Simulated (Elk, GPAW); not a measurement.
A GPAW input for a self-consistent single point of K₂S (Fm-3m, 3 atoms in the cell) (DFT PBEsol, plane waves, GPAW PAW datasets PBEsol (made by gpaw-setup)):

```python
from ase import Atoms
from ase.units import GPa
from gpaw import GPAW

atoms = Atoms(['K', 'K', 'S'],
              cell=[[0.000000, 3.798501, 3.798501],
                    [3.798501, 0.000000, 3.798501],
                    [3.798501, 3.798501, 0.000000]],
              scaled_positions=[[0.750000, 0.750000, 0.750000],
                                [0.250000, 0.250000, 0.250000],
                                [0.000000, 0.000000, 0.000000]],
              pbc=True)

calc = GPAW(mode={'name': 'pw', 'ecut': 600},
            xc='PBEsol',
            kpts=(5, 5, 5),
            occupations={'name': 'fermi-dirac', 'width': 0.01},
            nbands=-8,
            convergence={'density': 1e-05, 'energy': 1e-05, 'bands': -6},
            symmetry={'symmorphic': False, 'tolerance': 0.0005},
            maxiter=150)

atoms.calc = calc

energy = atoms.get_potential_energy()
print('Energy (eV):', round(energy, 6))
forces = atoms.get_forces()
print('Forces (eV/Ang):')
print(forces.round(5))
stress = atoms.get_stress()
print('Stress (GPa, Voigt):', (stress / GPa).round(4))
```

Translate this input to Elk.

This is the input that was run; spellings and numerical settings could be chosen otherwise.

```
tasks
  0

xctype
  22

tforce
  .true.

rgkmax
  7.5

gmaxvr
  18.0

lmaxapw
  10

lmaxo
  8

nxlo
  2

lorbcnd
  .true.

lradstp
  2

nrmtscf
  2.0

lmaxi
  4

stype
  3

swidth
  0.000367493

avec
    0.0000000000    7.1781265741    7.1781265741
    7.1781265741    0.0000000000    7.1781265741
    7.1781265741    7.1781265741    0.0000000000

sppath
  './'

atoms
  2   : nspecies
  'K.in'   : spfname
  2   : natoms; atposl, bfcmt below
  0.7500000000  0.7500000000  0.7500000000    0.0 0.0 0.0
  0.2500000000  0.2500000000  0.2500000000    0.0 0.0 0.0
  'S.in'   : spfname
  1   : natoms; atposl, bfcmt below
  0.0000000000  0.0000000000  0.0000000000    0.0 0.0 0.0

ngridk
  5 5 5
```

Basis, cutoffs, solver keys and any potentials are the target program's own. This input uses DFT, PBEsol, all-electron FP-LAPW, Elk's shipped species files, APW+lo basis with extra local orbitals. Both were run: gap on the mesh 2.107 eV in GPAW and 2.108 in Elk.

On GPAW: the starting cell comes from a database of computed structures (which also holds hypothetical and non-ambient phases and stackings), without a prior relaxation at this level. Its lattice was rescaled by a random factor within 2.5 % of one.

On Elk: the starting cell comes from a database of computed structures (which also holds hypothetical and non-ambient phases and stackings), without a prior relaxation at this level. Its lattice was rescaled by a random factor within 2.5 % of one. Values depend on the basis (sphere radii, cutoffs, local orbitals), which need not be converged.
